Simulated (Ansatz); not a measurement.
Consider HgTe in the zinc blende structure (space group F-43m, No. 216; a = 6.435 Å).

Calculations: Ansatz (a quantum-chemistry and plane-wave program) LDA, without spin-orbit coupling.

For the base:

| Property | Value |
|---|---|
| Pressure | 0.0 GPa |
| Band gap | zero |

The change: an isotropic linear strain of −3.00 %; the atoms relax in the strained cell.

What happens to the energy relative to the base?

The energy goes up by 45 meV/atom.

Estimate the effect on the pressure.

The pressure goes from zero to 5.5 GPa.

What happens to the band gap?

The band gap is still zero.

A case with no gap was solved on a k-mesh chosen for an insulator, which is coarse for it. With Hg and Te present, leaving out spin-orbit coupling can change the band edges. No phonon test of stability was made. All final runs are without spin polarisation. The zero or small gap of HgTe can change with the level of theory.
